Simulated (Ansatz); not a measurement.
## Effect of tensor shear ε_yz = +2.79 % on KTaO3

Consider KTaO3 in the cubic perovskite structure (space group Pm-3m, No. 221; a = 3.9893 Å). Axes: x, y, z lie along the cube axes.

Now apply this change: tensor shear ε_yz = +2.79 % (engineering shear γ = 0.0558), atoms relaxed at fixed cell.

The values are results of Ansatz (an electronic-structure program) r2SCAN, without spin-orbit coupling, earlier PAW set, not measurements. Γ-centred 8×8×8 mesh, Fermi–Dirac width 0.05 eV.

The volume per atom hardly moves (12.70 Å³ against 12.69 Å³) and the energy rises by 13 meV/atom. The pressure (mean of the normal stresses, compression positive) goes up by 0.13 GPa to 0.14 GPa and the band gap shrinks by 0.14 eV to 2.50 eV. The gap character comes out as indirect, T → Γ and the smallest direct gap shrinks by 0.26 eV (3.30 eV → 3.04 eV). The stress (xx, yy, zz, yz, xz, xy; compression positive) is (0.10, 0.16, 0.16, -6.06, 0.00, 0.00) GPa.

Final structure:

```
KTaO3
1.0
    3.98928     0.00000     0.00000
    0.00000     3.98928     0.11130
    0.00000     0.11130     3.98928
K Ta O
1 1 3
Direct
  0.00000   0.00000   0.00000
  0.50000   0.50000   0.50000
  0.00000   0.50000   0.50000
  0.50000   0.50000   0.00000
  0.50000   0.00000   0.50000
```

Cost of the whole job for the changed cell (relaxation, final SCF and bands): roughly 80 core-seconds.

With Ta present, leaving out spin-orbit coupling can change the band edges. The cells carry an imposed strain or load. Stability against distortions was not tested. Labels are those of the standard path for the cell's own space group.
